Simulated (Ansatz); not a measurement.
## BeSe: response to strain

Start from BeSe in the zinc blende structure (space group F-43m, No. 216; a = 5.178 Å).

Strains are applied to the cell and any free atomic positions relax.

Method: PBE (Ansatz, an electronic-structure program, PAW, no spin-orbit coupling).

Candidates:
(a) isotropic strain −0.50 %
(b) isotropic strain −1.50 %
(c) isotropic strain −1.00 %
(d) isotropic strain +1.00 %

For the base:

The band gap is 2.67 eV.

Problem. Order them by band gap, highest first.

Solution. (d) isotropic strain +1.00 % (2.73 eV), (a) isotropic strain −0.50 % (2.64 eV), (c) isotropic strain −1.00 % (2.61 eV), (b) isotropic strain −1.50 % (2.58 eV)

Whether these cells are dynamically stable was not tested.
